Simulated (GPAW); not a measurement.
GPAW run on SrSi3Ni (I4mm, 5 atoms in the cell): self-consistent single point.

Method: PBEsol, GPAW PAW datasets PBEsol (made by gpaw-setup) (plane waves; GPAW).

```
CELL_PARAMETERS angstrom
     -2.04924     2.04924     4.80423
      2.04924    -2.04924     4.80423
      2.04924     2.04924    -4.80423
ATOMIC_POSITIONS crystal
  Sr 0.59890 0.59890 0.00000
  Si 0.00209 0.00209 0.00000
  Si 0.34996 0.84996 0.50000
  Si 0.84996 0.34996 0.50000
  Ni 0.24478 0.24478 0.00000
```

Reference input (self-consistent single point, DFT LDA (Perdew-Wang 92), plane waves, GPAW PAW datasets LDA (gpaw-data 1.0.1)): mode = pw; ecut = 850 eV; xc = LDA; kpts = 10 10 10; mesh shift (steps) = 0 0 0; occupations.name = methfessel-paxton; occupations.width = 0.05 eV; occupations.order = 0; nbands = -9; convergence.density = 1e-05 e/electron; symmetry.symmorphic = false; symmetry.tolerance = 0.0005. This run's input differs from it in these lines:

```diff
@@ -16,3 +16,3 @@
 calc = GPAW(mode={'name': 'pw', 'ecut': 850},
-            xc='LDA',
+            xc='PBEsol',
             kpts={'size': (10, 10, 10), 'gamma': True},
```

Its files differ too (potentials: GPAW PAW datasets PBEsol (made by gpaw-setup)).

The program printed (abridged):

```
     iter     time        total  log10-change:
                         energy   eigst   dens
iter:   1 --:--:--   -30.144822
iter:   2 --:--:--   -29.903772   -0.32  -1.25
iter:   3 --:--:--   -29.809773   -0.93  -1.30
iter:   4 --:--:--   -29.638635   -1.97  -1.40
iter:   5 --:--:--   -29.679557   -2.26  -1.56
iter:   6 --:--:--   -29.666299   -3.50  -1.92
iter:   7 --:--:--   -29.665199c  -2.97  -2.00
iter:   8 --:--:--   -29.663647c  -4.40  -2.57
iter:   9 --:--:--   -29.663715c  -3.70  -2.68
iter:  10 --:--:--   -29.663449c  -4.50  -3.04
iter:  11 --:--:--   -29.663457c  -5.07  -3.13
   [... 3 lines left out ...]
iter:  15 --:--:--   -29.663344c  -7.03  -3.83
iter:  16 --:--:--   -29.663344c  -6.38  -3.88
iter:  17 --:--:--   -29.663342c  -7.33  -4.00
iter:  18 --:--:--   -29.663342c  -6.87  -4.11
iter:  19 --:--:--   -29.663342c  -8.09c -4.24
iter:  20 --:--:--   -29.663342c  -7.56c -4.31
iter:  21 --:--:--   -29.663342c  -8.71c -4.44
iter:  22 --:--:--   -29.663342c  -7.84c -4.48
iter:  23 --:--:--   -29.663342c  -8.92c -4.61
iter:  24 --:--:--   -29.663342c  -8.39c -4.68
iter:  25 --:--:--   -29.663342c  -9.33c -4.99
iter:  26 --:--:--   -29.663342c  -9.86c -5.40c
Converged after 26 iterations.

Dipole moment: (-0.000000, 0.000000, 6.077960) |e|*Ang

Energy contributions relative to reference atoms: (reference = -151392.264606)

Kinetic:        +33.874471
Potential:      -22.750757
External:        +0.000000
XC:             -40.390982
Entropy (-ST):   -0.001296
Local:           -0.395426
SIC:             +0.000000
--------------------------
Free energy:    -29.663990
Extrapolated:   -29.663342

Showing only first 2 kpts
 Kpt  Band  Eigenvalues  Occupancy
  0    17      6.81294    2.00000
  0    18      9.00346    0.00000
  0    19      9.00346    0.00000
  0    20      9.34512    0.00000

  1    17      7.07410    2.00000
  1    18      8.05926    2.00000
  1    19      8.34571    2.00000
  1    20      9.71834    0.00000

Fermi level: 8.53420

No gap
   [... lines left out ...]
Energy (eV): -29.663342

Forces in eV/Ang:
  0 Sr    0.00000    0.00000   -0.02272
  1 Si    0.00000    0.00000    0.29307
  2 Si    0.00000    0.00000    0.00383
  3 Si    0.00000    0.00000    0.00383
  4 Ni    0.00000    0.00000   -0.27775

Stress tensor:
    -0.029800    -0.000000    -0.000000
    -0.000000    -0.029800    -0.000000
    -0.000000    -0.000000    -0.024764
Stress (GPa, Voigt): [-4.7744 -4.7744 -3.9677 -0.     -0.     -0.    ]
```

The run converged in 26 iterations. GPAW prints stress with tension positive. Against the reference run the pressure goes from 1.55 to 4.51 GPa and the largest force goes from 0.359 to 0.293 eV/Å.

The starting cell comes from a database of computed structures (which also holds hypothetical and non-ambient phases and stackings), without a prior relaxation at this level. Its lattice was rescaled by a random factor within 2.5 % of one. Spin polarisation is off. With a pressure of about 5 GPa the cell is away from its equilibrium volume at this level.

Cost on one core of a shared machine: roughly 5 min.
